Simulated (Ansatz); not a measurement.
The parent structure is PbS in the rock salt structure (space group Fm-3m, No. 225; a = 5.975 Å). Axes: x, y, z lie along the cube axes.

Calculations: Ansatz (a program for electronic structure) r2SCAN, without spin-orbit coupling, earlier PAW set.

Base values:

```
Item         Value
--------  --------
Band gap   0.70 eV
Pressure  0.00 GPa
```

One thing is altered: uniaxial strain ε_yy = −0.50 %, all other strain components held at zero; the atoms relax in the strained cell.

Question: What happens to the band gap?

Answer: The band gap falls by 0.02 eV to 0.68 eV.

Question: How does this affect the pressure?

Answer: The pressure (mean of the normal stresses, compression positive) goes from zero to 0.30 GPa.

Question: Estimate the effect on the energy relative to the base.

Answer: The energy stays essentially unchanged.

With Pb present, leaving out spin-orbit coupling can change the band edges. No phonon test of stability was made.
